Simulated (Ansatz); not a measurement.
**A computed series for BaLiF3: pressure series**

Base system: BaLiF3 in the cubic perovskite structure (space group Pm-3m, No. 221; a = 3.9585 Å; a cell from a computed database, its experimental status unchecked).

Cell and atoms are relaxed at each pressure.

Level of theory: PBEsol, PAW, 420 eV (Ansatz, a first-principles code; scalar-relativistic without spin-orbit coupling).

```csv
P (GPa),V (Å³/atom)
-1.99,12.746
-0.99,12.568
0.30,12.359
0.70,12.297
1.50,12.180
2.99,11.976
4.99,11.731
7.49,11.460
9.99,11.219
```

Task: Fit a third-order Birch–Murnaghan equation of state.

Result: Least squares on P(V) = (3B₀/2)[(V₀/V)^(7/3) − (V₀/V)^(5/3)]·[1 + (3/4)(B₀′ − 4)((V₀/V)^(2/3) − 1)] gives V₀ = 12.41 Å³/atom, B₀ = 78 GPa and B₀′ = 4.8.

Between the base and pressure 7.5 GPa the gap moves from 6.62 eV to 6.71 eV, a mean slope of 13 meV/GPa.

Load acts through the strain it causes; cell and atoms are relaxed under it. Stability against distortions was not tested. No other phases were tried under pressure. Many cubic perovskites are stable only at high temperature; tilts and polar distortions were not tested.
